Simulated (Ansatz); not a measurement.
What biaxial strain +2.08 %, plane normal [111], relaxed out of plane does to BeSe

Consider BeSe in the zinc blende structure (space group F-43m, No. 216; a = 5.1289 Å). Axes: x, y, z lie along the cube axes.

One thing is altered: tensile biaxial strain of 2.08 % in the plane normal to [111], as in epitaxy on a mismatched substrate; the out-of-plane cell vector and the atoms relax.

Computed with PBEsol (Ansatz, a program for electronic structure, PAW, no spin-orbit coupling). Γ-centred 11×11×11 mesh, Fermi–Dirac width 0.05 eV.

| quantity | base | changed | shift |
|---|---|---|---|
| volume per atom | 16.86 Å³ | 17.43 Å³ | +0.561 Å³ |
| energy relative to the base (free energy F) | 0 meV/atom | +8.2 meV/atom | +8.2 meV/atom |
| pressure (mean of the normal stresses, compression positive) | 0.00 GPa | -2.41 GPa | -2.41 GPa |
| band gap | 2.47 eV | 2.39 eV | -0.08 eV |
| gap character | – | indirect, Γ → F | – |
| valence-band top at Γ (three highest levels, from the VBM) | 0.00, 0.00, 0.00 eV | 0.00, -0.20, -0.20 eV | – |
| out-of-plane strain | – | -0.84 % | – |
| ratio −ε⊥/ε∥ | – | 0.40 | – |

Final structure (turned so that z lies along the plane normal):

```yaml
crystal:
  lattice:
    - [3.70212, 0.00000, 0.00000]
    - [1.85106, 3.20613, 0.00000]
    - [1.85106, -1.06871, 2.93624]
  atoms:
    - { symbol: Be, position: [0.00219, 0.99891, 0.99672] }
    - { symbol: Se, position: [0.49781, 0.25109, 0.75328] }
```

Whether these cells are dynamically stable was not tested. Labels are those of the standard path for the cell's own space group.
